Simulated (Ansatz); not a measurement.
Be2C (Fm-3m): ε∞ = 6.842, static ε₀ = 13.99, effective LO energy 119 meV, electron mass 0.304 mₑ (band masses from PBE, rigid bands run with Ansatz, a program for electronic structure, cell and atoms relaxed with PBE; dielectric constants and zone-centre modes from LDA run with Ansatz on its own relaxed cell).

Problem. Work out the Fröhlich coupling α = (1/ε∞ − 1/ε₀) √(m Ry/ħω_LO) and what it means for transport at 300 K.

Solution. 1/ε∞ − 1/ε₀ = 0.0747 and √(m × 13.606 eV/ħω) = 5.89, so α = 0.439; in weak coupling the polaron mass is about m(1 + α/6). By the iterated Boltzmann equation for weak coupling, the polar-phonon-limited mobility is 4200 cm²/(V·s) at 300 K (44000 at 200 K, 1220 at 400 K).

Model: isotropic Fröhlich coupling of one parabolic band to one effective longitudinal optical (LO) phonon, from the dielectric constants and phonon modes at the zone centre, chosen so that α equals the sum over the polar modes. Acoustic, nonpolar, intervalley and impurity scattering are left out, and they lower the mobility further; with several valleys or bands the averaged mass is a rough stand-in. Semilocal functionals tend to overestimate ε∞, which makes α low and the mobility high.

Formula and space group known from diffraction (Crystallography Open Database), not checked to be the room-temperature form: Be2C (Fm-3m).
